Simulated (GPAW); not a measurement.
**Worked example: self-consistent single point of TaAs (I4_1md, 4 atoms in the cell) in GPAW**

Method: PBE, GPAW PAW datasets PBE (gpaw-data 1.0.1) (plane waves; GPAW).

The input file:

```python
from ase import Atoms
from ase.units import GPa
from gpaw import GPAW, PW

atoms = Atoms(['Ta', 'Ta', 'As', 'As'],
              cell=[[-1.747642, 1.747642, 5.955959],
                    [1.747642, -1.747642, 5.955959],
                    [1.747642, 1.747642, -5.955959]],
              scaled_positions=[[0.499970, 0.999970, 0.500000],
                                [0.749970, 0.749970, 0.000000],
                                [0.082630, 0.582630, 0.500000],
                                [0.332630, 0.332630, 0.000000]],
              pbc=True)

calc = GPAW(mode=PW(600),
            xc='PBE',
            kpts={'size': (8, 8, 8), 'gamma': True},
            occupations={'name': 'methfessel-paxton', 'width': 0.136, 'order': 0},
            nbands=-8,
            convergence={'forces': 0.001},
            symmetry={'symmorphic': False, 'tolerance': 0.0005},
            maxiter=150)

atoms.calc = calc

energy = atoms.get_potential_energy()
print('Energy (eV):', round(energy, 6))
forces = atoms.get_forces()
print('Forces (eV/Ang):')
print(forces.round(5))
stress = atoms.get_stress()
print('Stress (GPa, Voigt):', (stress / GPa).round(4))
```

Log, with long lists cut:

```
Input parameters:
  convergence: {forces: 0.001}
  kpts: {gamma: True,
         size: (8, 8, 8)}
  maxiter: 150
  mode: {ecut: 600.0,
         name: pw}
  nbands: -8
  occupations: {name: methfessel-paxton,
                order: 0,
                width: 0.136}
  symmetry: {symmorphic: False,
             tolerance: 0.0005}
  xc: PBE

species:
  Ta:
    name: Tantalum
    Z: 73.0
    valence: 13
    core: 60
    charge: 0.0
    file: Ta.PBE.gz

    # Using partial waves for Ta as LCAO basis

  As:
    name: Arsenic
    Z: 33.0
    valence: 5
    core: 28
    charge: 0.0
    file: As.PBE.gz

    # Using partial waves for As as LCAO basis

Reference energy: -971350.830002  # eV

Spin-paired calculation

Convergence criteria:
 Maximum [total energy] change in last 3 cyles: 0.0005 eV / valence electron
 Maximum integral of absolute [dens]ity change: 0.0001 electrons / valence electron
 Maximum integral of absolute [eigenst]ate change: 4e-08 eV^2 / valence electron
 Maximum change in the atomic [forces] across last 2 cycles: 0.001 eV/Ang OR
Maximum error relative to the maximum force is below inf
 Maximum number of scf [iter]ations: 150

Symmetries present (total): 8
Symmetries with fractional translations: 4
512 k-points: 8 x 8 x 8 Monkhorst-Pack grid + [1/16,1/16,1/16]
59 k-points in the irreducible part of the Brillouin zone
       k-points in crystal coordinates                weights
   0:     0.00000000    0.00000000    0.00000000          1/512
   1:     0.12500000   -0.12500000    0.00000000          4/512
   2:     0.12500000   -0.12500000    0.12500000          4/512
   [... 7 lines left out ...]
          ...
  58:     0.50000000    0.50000000    0.50000000          1/512

Wave functions: Plane wave expansion
  Cutoff energy: 600.000 eV
  Number of coefficients (min, max): 2392, 2460
  Pulay-stress correction: 0.000000 eV/Ang^3 (de/decut=0.000000)

Occupation numbers: Methfessel-Paxton:
  width: 0.1360  # eV
  order: 0

Eigensolver

Densities:
  Coarse grid: 40*40*40 grid
  Fine grid: 80*80*80 grid
  Total Charge: 0.000000

Density mixing:
  Method: separate
  Backend: pulay
  Linear mixing parameter: 0.05
  old densities: 5
  Damping of long wavelength oscillations: 50

Hamiltonian:
  XC and Coulomb potentials evaluated on a 80*80*80 grid
  External potential:
    NoExternalPotential

XC parameters: PBE with 2 nearest neighbor stencil

Number of atoms: 4
Number of atomic orbitals: 34
Number of bands in calculation: 26
Number of valence electrons: 36
Bands to converge: occupied

Density initialized from atomic densities
  26 bands from LCAO basis set

Atomic positions and initial magnetic moments

Positions:
   0 Ta     1.747642    0.000000    5.955602    ( 0.0000,  0.0000,  0.0000)
   1 Ta    -0.000000    0.000000    8.933581    ( 0.0000,  0.0000,  0.0000)
   2 As     1.747642    0.000000    0.984282    ( 0.0000,  0.0000,  0.0000)
   3 As     0.000000   -0.000000    3.962261    ( 0.0000,  0.0000,  0.0000)

Unit cell:
           periodic     x           y           z      points  spacing
  1. axis:    yes   -1.747642    1.747642    5.955959    40     0.0838
  2. axis:    yes    1.747642   -1.747642    5.955959    40     0.0838
  3. axis:    yes    1.747642    1.747642   -5.955959    40     0.0618

  Lengths:   6.448407   6.448407   6.448407
  Angles:  148.550154 148.550154  45.073881

Effective grid spacing dv^(1/3) = 0.1044

     iter     time        total  log10-change:
                         energy   eigst   dens  force
iter:   1 --:--:--   -31.515046
iter:   2 --:--:--   -31.459034   -1.49  -1.24
iter:   3 --:--:--   -31.212392   -1.02  -1.26
iter:   4 --:--:--   -31.185319   -2.77  -1.58
iter:   5 --:--:--   -31.212393   -2.35  -1.58
iter:   6 --:--:--   -31.227058   -2.10  -2.13
iter:   7 --:--:--   -31.213892c  -3.47  -2.25
iter:   8 --:--:--   -31.204598   -2.91  -2.36
iter:   9 --:--:--   -31.204346c  -3.45  -2.95
iter:  10 --:--:--   -31.204479c  -4.89  -3.29
iter:  11 --:--:--   -31.204361c  -5.07  -3.23
iter:  12 --:--:--   -31.204364c  -4.63  -3.51
iter:  13 --:--:--   -31.204345c  -6.37  -3.78
iter:  14 --:--:--   -31.204342c  -6.45  -4.02c
iter:  15 --:--:--   -31.204343c  -7.52c -4.08c
iter:  16 --:--:--   -31.204352c  -5.50  -4.18c
iter:  17 --:--:--   -31.204343c  -6.66  -3.82
iter:  18 --:--:--   -31.204342c  -6.03  -4.07c
iter:  19 --:--:--   -31.204342c  -7.52c -4.94c -2.50
iter:  20 --:--:--   -31.204341c  -8.82c -4.97c -3.73c

Converged after 20 iterations.

Dipole moment: (2.682034, -2.682034, -0.303318) |e|*Ang

Energy contributions relative to reference atoms: (reference = -971350.830002)

Kinetic:        +24.969074
Potential:      -25.443395
External:        +0.000000
XC:             -30.196864
Entropy (-ST):   -0.008213
Local:           -0.529050
SIC:             +0.000000
--------------------------
Free energy:    -31.208448
Extrapolated:   -31.204341

Showing only first 2 kpts
 Kpt  Band  Eigenvalues  Occupancy
  0    16      8.99135    2.00000
  0    17      8.99135    2.00000
  0    18     11.44867    0.00000
  0    19     12.07409    0.00000

  1    16      9.40349    2.00000
  1    17      9.54263    2.00000
  1    18     10.94578    0.00025
  1    19     11.33087    0.00000

Fermi level: 10.59343

No gap
No difference between direct/indirect transitions
Energy (eV): -31.204341

Forces in eV/Ang:
  0 Ta    0.00000    0.00000    0.00539
  1 Ta    0.00000    0.00000    0.00539
  2 As    0.00000    0.00000   -0.00507
  3 As    0.00000    0.00000   -0.00507

Stress tensor:
     0.031462     0.000000     0.000000
     0.000000     0.031462     0.000000
     0.000000     0.000000     0.029646
Stress (GPa, Voigt): [5.0407 5.0407 4.7499 0.     0.     0.    ]
```

The run converged in 20 iterations. GPAW prints stress with tension positive.

The starting cell comes from a database of computed structures (which also holds hypothetical and non-ambient phases and stackings), without a prior relaxation at this level. Its lattice was rescaled by a random factor within 2.5 % of one. Spin-orbit coupling is off. Spin polarisation is off. With a pressure of about -5 GPa the cell is away from its equilibrium volume at this level.

Cost on one core of a shared machine: roughly 4 min.
